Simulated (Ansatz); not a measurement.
The starting structures come from a database of crystals and need not be the phases stable at ambient conditions.

 Where the default PAW files enter, the runs use the earlier of Ansatz's two default sets.

Inside the gap of an insulator the Bloch states are evanescent, with a wavenumber k + iκ along the transport direction.

Input:

```xyz
28
Lattice="3.8083 0.0000 0.0000 -1.9042 3.2981 0.0000 0.0000 0.0000 42.3164" Properties=species:S:1:pos:R:3 pbc="T T T"
Zn     0.0000     0.0000     6.0470
Zn     1.9042     1.0994     3.0256
Zn     0.0000     0.0000    24.1796
Zn     0.0000     2.1987     9.0684
Zn     0.0000     2.1987    33.2480
Zn     1.9042     1.0994    27.2052
Zn     1.9042     1.0994    18.1410
Zn     0.0000     0.0000    36.2736
Zn     1.9042     1.0994    39.2950
Zn     0.0000     0.0000    30.2308
Zn     1.9042     1.0994    12.0898
Zn     0.0000     0.0000    15.1154
Zn     0.0000     2.1987     0.0000
Zn     0.0000     2.1987    21.1582
S      0.0000     2.1987    23.4221
S      1.9042     1.0994    20.4007
S      0.0000     0.0000     8.3109
S      1.9042     1.0994    14.3537
S      0.0000     0.0000    38.5375
S      0.0000     2.1987    35.5161
S      0.0000     0.0000    32.4905
S      0.0000     2.1987    11.3323
S      1.9042     1.0994    29.4734
S      0.0000     0.0000    17.3793
S      0.0000     2.1987     2.2682
S      0.0000     0.0000    26.4435
S      1.9042     1.0994    41.5589
S      1.9042     1.0994     5.2895
```

Space group of this cell: P3m1. The cell is strained (lengths along the current scaled by 0.97, ions clamped); by r2SCAN its mean pressure is 2.7 GPa.

Transport runs along the normal of the first two printed cell vectors, the (001) (indices of the unstrained crystal) plane of the conventional cell.

The gap is the functional's own, uncorrected, and κ follows it; spin-orbit coupling is left out. Mid-gap values are interpolated between the computed energies.

Q: State the band gap and the smallest decay constant κ at mid-gap according to r2SCAN run with Ansatz (a quantum-chemistry and plane-wave program).

A: Gap 2.82 eV on a 12×12×1 mesh; κ = 0.184 1/Å, at the zone centre.
